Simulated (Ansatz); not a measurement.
# Ni(Si,Ge) alloys, MnP type start, 32-atom cells

Cells and atoms relaxed. Order is of the mixed sites (0 random, negative unlike neighbours favoured); cells of high symmetry are ordered arrangements. Sheared cells and those that changed their type are left out. Enthalpies are against end members in the MnP type type. The MnP type type need not be the stable form of every end member, so that mixing against the stable forms can cost more.

Level of theory: PBE (plane waves to 420 eV, PAW; Ansatz, a quantum-chemistry and plane-wave program). Scalar-relativistic, without spin–orbit coupling; the runs are not spin-polarised.

| site fractions | space group | order in the first shell | volume (Å³/atom) | mixing enthalpy (meV a site of the first mixed sublattice) |
|---|---|---|---|---|
| Si 0.125, Ge 0.875 | Cm | -0.14 | 13.55 | 8 |
| Si 0.250, Ge 0.750 | P1 | 0.00 | 13.36 | 11 |
| Si 0.750, Ge 0.250 | P1 | 0.00 | 12.60 | ? |

Fill in the missing entries.


- Si 0.750, Ge 0.250, mixing enthalpy (meV a site of the first mixed sublattice): 15
